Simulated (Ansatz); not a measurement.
Take Al₂O₃ (space group Cmc2_1, No. 36; a = 9.705 Å, b = 5.530 Å, c = 4.941 Å; a cell from a computed database, its experimental status unchecked) as the base. Axes: x, y, z lie along a, b, c of the conventional cell.

One thing is altered: the symmetric strain tensor [-0.0164 0.0032 0.0136; 0.0032 0.0138 0.0030; 0.0136 0.0030 -0.0209], atoms relaxed at fixed cell.

The values are results of plane-wave PAW DFT at the PBEsol level (Ansatz, an electronic-structure program, 420 eV), without spin-orbit coupling, not measurements.

Task: Give the band edges at the high-symmetry points of the new zone, measured from its valence-band maximum.

Result: 
```
point  valence edge (eV)  conduction edge (eV)
-----  -----------------  --------------------
Γ                   0.00                  4.25
X                  -0.15                  6.71
Y                  -0.23                  6.42
Z                  -0.22                  6.44
R                  -0.30                  7.65
T                  -0.26                  6.13
U                  -0.17                  7.61
V                  -0.17                  7.59
```

The gap is 4.25 eV, direct at Γ.

Stability against distortions was not tested. Labels are those of the standard path for the cell's own space group.
